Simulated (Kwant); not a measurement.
Model system: wire with a row of barriers in a In0.53Ga0.47As two-dimensional gas. Effective mass 0.041 mₑ, grid spacing 6.2 nm, hard walls, nominal width 150 nm (25 grid rows, so walls 161.2 nm apart), one parabolic valley, scattering region 620 nm long along x; energies count from the band bottom; Fermi energy swept from 0.0003261 to 0.0038724 eV. 4 barrier(s) across the wire, height 0.034 eV, thickness 18.6 nm (about 3 grid columns), spaced by 49.6 nm.

The device is made up for the run: typed textbook-type constants, with dimensions and the other settings drawn at random.

Computed with Kwant: effective-mass tight-binding model on a square grid, one spin, coherent transport at 0 K. Conductance is in e²/h.

Task: How many channels do the leads carry at E = 2.42, 3.78 meV?

Result: The hard-wall thresholds are n² ħ²π²/(2mW²) = n² × 0.353 meV with W = 161.2 nm. √(2.42/0.353) = 2.62, so 2. √(3.78/0.353) = 3.27, so 3.
